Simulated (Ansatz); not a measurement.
## CaF2, pressure series

Consider CaF$_{2}$ (space group Pmc2_1, No. 26; a = 3.4697 Å, b = 4.1055 Å, c = 5.8761 Å; a cell from a computed database, its experimental status unchecked).

Cell and atoms are relaxed at each pressure.

Levels (all Ansatz, a first-principles code, PAW): PBEsol (420 eV, spin-orbit coupling left out); HSE06 (420 eV, without spin-orbit coupling).

```
pressure (GPa)  band gap, PBEsol (eV)  band gap, HSE06 (eV)
--------------  ---------------------  --------------------
-2                               6.25                  8.54
0                                6.32                  8.63
0.3                              6.33                  8.65
0.7                                 ?                     ?
1.5                              6.36                  8.69
3                                6.38                  8.73
5                                6.41                  8.78
7.5                              6.43                  8.82
10                               6.44                  8.84
```

Fit E_g = E₀ + αP + βP² to the rows shown and predict the withheld row.

Least squares on the printed values gives 

- PBEsol: E₀ = 6.32 eV, α = 26.9 meV/GPa, β = -1.5 meV/GPa² (largest residual 0.01 eV); this predicts 6.33 eV, and the run gives 6.34 eV, in agreement
- HSE06: E₀ = 8.63 eV, α = 39.8 meV/GPa, β = -1.9 meV/GPa² (largest residual 0.01 eV); this predicts 8.66 eV, and the run gives 8.66 eV, in agreement.

Single points use the geometry relaxed with PBEsol. The hybrid gap comes from the SCF mesh plus the semilocal run's edge points and a few special points and is an upper bound. Load acts through the strain it causes; cell and atoms are relaxed under it. Stability against distortions was not tested. Competing high-pressure phases were not computed.
